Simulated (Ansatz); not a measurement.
Carrier properties of CdTe (R3m)

Consider the following.

```xyz
2
Lattice="-0.0558 3.2350 3.2350 3.2350 -0.0558 3.2350 3.2350 3.2350 -0.0558" Properties=species:S:1:pos:R:3 pbc="T T T"
Cd    -0.0109    -0.0109    -0.0109
Te     1.6144     1.6144     1.6144
```

Computed with r2SCAN with spin-orbit coupling, rigid bands (plane waves, PAW; Ansatz, a quantum-chemistry and plane-wave program). Condition of this run: biaxial stress in (111) of -1 GPa (compression positive) (the target of the relaxation). How the cell was made: cell and atoms relaxed with PBEsol, then loaded as said.

| Quantity | Value |
|---|---|
| band gap | 0.90 eV |
| electron conductivity mass (300 K, dilute) | 0.097 mₑ |
| hole conductivity mass (300 K, dilute) | 0.42 mₑ |
| effective density of states N_c (300 K) | 7.2e17 cm⁻³ |
| effective density of states N_v (300 K) | 7.2e18 cm⁻³ |
| density-of-states mass, electrons | 0.094 mₑ |
| density-of-states mass, holes | 0.44 mₑ |
| Seebeck coefficient, n-type 1e19 cm⁻³, 300 K | -63 μV/K |
| Seebeck coefficient, p-type 1e19 cm⁻³, 300 K | 237 μV/K |
| best p-type power factor at 300 K for τ = 10 fs (best axis; densities from 1e16 to 1e21 cm⁻³ tried, whether or not they can be reached) | 5.2 μW/(cm·K²) at 1e20 cm⁻³ |

Rigid bands; masses and Seebeck coefficients take one relaxation time τ for all states and one kind of carrier; polarons and phonon drag are left out. Geometry: cell and atoms relaxed with PBEsol.
